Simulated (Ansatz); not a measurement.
Take TlPt (space group P6/mmm, No. 191; a = 6.6384 Å, c = 3.9410 Å) as the base.

The values are results of DFT with PBE, PAW potentials and a 420 eV plane-wave cutoff in Ansatz (a first-principles code), spin-orbit coupling left out, not measurements.

Base values:

```
Quantity               Value
-------------------  -------
c/a ratio              0.594
Lattice parameter a  6.638 Å
```

Now apply this change: Au takes the place of Pt on all its sites; the structure is relaxed again.

Q: Estimate the effect on the c/a ratio and lattice parameter a.

A: The c/a ratio goes up by 0.068, from 0.594 to 0.662; the lattice parameter a rises by 0.1464 Å (6.638 Å → 6.785 Å).

Stability against distortions was not tested. As relaxed here, TlAu is a hypothetical phase, not in the database extracts checked. All final runs are without spin polarisation.
